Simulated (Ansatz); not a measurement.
All values below come from PBE (plane waves to 420 eV, PAW; Ansatz, an electronic-structure program).

Plane-averaged electrostatic potential energy along the normal, in eV from the Fermi level, for a constructed model of the (100) surface of fcc Cu, a pseudomorphic layer of Ni in the host's stacking (bottom of the slab: a bare face, its two planes held):

(z (Å), V (eV)): (4.01, 4.55); (4.30, 4.55); (4.58, 4.54); (4.87, 4.54); (5.16, 4.53); (5.44, 4.52); (5.73, 4.49); (6.02, 4.42); (6.30, 4.28); (6.59, 4.00); (6.88, 3.42); (7.16, 2.20); (7.45, -1.02); (7.73, -7.72); (8.02, -13.05); (8.31, -14.02); (8.59, -10.63); (8.88, -4.47); (9.17, -1.72); (9.45, -6.08); (9.74, -12.08); (10.03, -14.50); (10.31, -12.54); (10.60, -6.78); (10.89, -1.92); (11.17, -3.94); (11.46, -10.16); (11.74, -14.09); (12.03, -13.70); (12.32, -9.08); (12.60, -3.08); (12.89, -2.42); (13.18, -7.98); (13.46, -13.21); (13.75, -14.36); (14.04, -11.16); (14.32, -4.95); (14.61, -1.75); (14.90, -5.74); (15.18, -11.78); (15.47, -14.41); (15.76, -12.68); (16.04, -7.07); (16.33, -2.01); (16.61, -3.66); (16.90, -9.84); (17.19, -13.92); (17.47, -13.73); (17.76, -9.35); (18.05, -3.57); (18.33, -4.02); (18.62, -10.42); (18.91, -15.43); (19.19, -14.94); (19.48, -9.04); (19.77, -1.66); (20.05, 2.17); (20.34, 3.58); (20.62, 4.26); (20.91, 4.59); (21.20, 4.75); (21.48, 4.82); (21.77, 4.86); (22.06, 4.88); (22.34, 4.89); (22.63, 4.89); (22.92, 4.89); (23.20, 4.89); (23.49, 4.89)

Slab: 7 atoms, 11.0 Å thick at the start; k 15x15x1, smearing 0.1 eV, dipole-corrected; 2 atoms held, the rest relaxed; symmetry of the start imposed; spin-polarised, ending with about 0.5 μB a cell; orders that need a larger cell were not tried, no spin-orbit, no U. It is one candidate, not shown to be the stable structure of the face.

**Question.** The surface cell has an area of 6.59 Å². What dipole along the normal does the step between the two vacuum levels imply?

**Answer.** the top vacuum level lies 0.35 eV above the bottom one; p = −ε₀ A ΔV (ε₀ = 0.005526 e/(V·Å)) gives -0.01 e·Å a cell.
